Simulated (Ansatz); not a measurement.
Given:

End structure of the (110) surface of MnP-type NiSi in its 1x1 cell (cut with top plane Si, bottom plane Si), outermost plane spacing 0.48 Å in the ideal cut:

```yaml
crystal:
  lattice:
    - [5.61828, 0.00000, 0.00000]
    - [0.00000, 6.17207, 0.00000]
    - [0.00000, 0.00000, 27.00000]
  atoms:
    - { symbol: Si, position: [0.98309, 0.16145, 0.30769] }
    - { symbol: Ni, position: [0.67428, 0.35969, 0.32543] }
    - { symbol: Ni, position: [0.19780, 0.88782, 0.32972] }
    - { symbol: Si, position: [0.56769, 0.01323, 0.33691] }
    - { symbol: Si, position: [0.43608, 0.62010, 0.35056] }
    - { symbol: Ni, position: [0.81357, 0.75685, 0.37191] }
    - { symbol: Ni, position: [0.30429, 0.26650, 0.37245] }
    - { symbol: Si, position: [0.92435, 0.40001, 0.38759] }
    - { symbol: Si, position: [0.07432, 0.99738, 0.40598] }
    - { symbol: Ni, position: [0.68564, 0.11901, 0.42179] }
    - { symbol: Ni, position: [0.19113, 0.63440, 0.42193] }
    - { symbol: Si, position: [0.57902, 0.75162, 0.44019] }
    - { symbol: Si, position: [0.41452, 0.35352, 0.45505] }
    - { symbol: Ni, position: [0.81170, 0.47283, 0.47251] }
    - { symbol: Ni, position: [0.31158, 0.98595, 0.47591] }
    - { symbol: Si, position: [0.91641, 0.10849, 0.49326] }
    - { symbol: Si, position: [0.08359, 0.70368, 0.50674] }
    - { symbol: Ni, position: [0.68842, 0.82622, 0.52409] }
    - { symbol: Ni, position: [0.18830, 0.33934, 0.52749] }
    - { symbol: Si, position: [0.58548, 0.45865, 0.54495] }
    - { symbol: Si, position: [0.42098, 0.06055, 0.55981] }
    - { symbol: Ni, position: [0.80887, 0.17777, 0.57807] }
    - { symbol: Ni, position: [0.31436, 0.69316, 0.57821] }
    - { symbol: Si, position: [0.92568, 0.81479, 0.59402] }
    - { symbol: Si, position: [0.07565, 0.41216, 0.61241] }
    - { symbol: Ni, position: [0.69571, 0.54567, 0.62755] }
    - { symbol: Ni, position: [0.18643, 0.05532, 0.62809] }
    - { symbol: Si, position: [0.56392, 0.19207, 0.64944] }
    - { symbol: Si, position: [0.43231, 0.79894, 0.66309] }
    - { symbol: Ni, position: [0.80220, 0.92435, 0.67028] }
    - { symbol: Ni, position: [0.32572, 0.45248, 0.67457] }
    - { symbol: Si, position: [0.01691, 0.65073, 0.69231] }
```

Set-up: 32 atoms, Ni16Si16, 10.9 Å thick at the start; mesh 7x6x1; 0.1 eV smearing; dipole correction on; single point; on the structure that PBE left under its start's symmetry; no spin (magnetic order not tried), no spin-orbit, no U.

Task: What work function of the top face does r2SCAN, at the PBE geometry in Ansatz (an electronic-structure program) give?

Result: 4.75 eV

Task: Predict the surface energy (mean of both faces) from r2SCAN, at the PBE geometry.

Result: 1.94 J/m²
